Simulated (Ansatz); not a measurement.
Consider NaCl in the rock salt structure (space group Fm-3m, No. 225; a = 5.602 Å).

Calculations: PBEsol (Ansatz, a quantum-chemistry and plane-wave program, PAW, without spin-orbit coupling).

Before the change:

- Band gap: 5.01 eV
- Hole mass: 0.60, 2.7, 2.7 mₑ (at Γ)

Perturbation: I takes the place of Cl on all its sites, then cell and atoms are relaxed.

Estimate the effect on the band gap.

The band gap shrinks by 1.415 eV to 3.60 eV.

Estimate the effect on the hole mass.

The hole mass (degenerate bands, along [100]) becomes 0.36, 1.5, 1.5 mₑ (at Γ) (base: 0.60, 2.7, 2.7 mₑ (at Γ)).

Spin-orbit coupling, missing from the scalar runs, can matter with I. Effective masses come from finite differences of ±0.01 Å⁻¹. No phonon test of stability was made.
